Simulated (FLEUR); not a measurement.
Band structure of Zn (P6_3/mmc, 2 atoms in the cell).

```
Zn
1.0
    1.33000    -2.30363     0.00000
    1.33000     2.30363     0.00000
    0.00000     0.00000     4.95000
Zn
2
Direct
  0.33333   0.66667   0.25000
  0.66667   0.33333   0.75000
```

Method: FLEUR with PBE, all-electron FLAPW (FLEUR), scalar-relativistic valence.

Settings: Kmax = 4.3 1/bohr; GmaxXC = 15 1/bohr; xcFunctional = pbe; jspins = 1; l_soc = F; mode = hist; fermiSmearingEnergy = 0.00183747 Htr; mesh (inpgen div1-3) = 14 14 7; inpgen gamma flag = true; Gmax = 15 1/bohr; numbands = 0; maxIterBroyd = 99; imix = Anderson; alpha = 0.05.

The starting cell has typed, rounded lattice constants, without a prior relaxation at this level. Values depend on the basis (sphere radii, cutoffs, local orbitals), which need not be converged.

These are the values that this program gave, and no reference: the default basis lacks the next d shell.

Levels in eV from the Fermi level, bands 9 to 16:
| point | 9 | 10 | 11 | 12 | 13 | 14 | 15 | 16 |
|---|---|---|---|---|---|---|---|---|
| Γ | -7.29 | -7.08 | -7.08 | -3.64 | -3.04 | 13.51 | 17.67 | 17.67 |
| M | -6.90 | -6.88 | -2.82 | -2.13 | 2.64 | 3.60 | 4.16 | 5.95 |
| K | -7.18 | -7.18 | 0.06 | 0.06 | 0.20 | 5.07 | 6.16 | 6.16 |
| A | -7.17 | -7.17 | -7.17 | -7.17 | 4.65 | 4.65 | 18.85 | 18.85 |
| L | -6.89 | -6.89 | -1.86 | -1.86 | 0.18 | 0.18 | 10.13 | 10.13 |
| H | -7.09 | -7.09 | 1.00 | 1.00 | 1.89 | 1.89 | 2.21 | 2.21 |
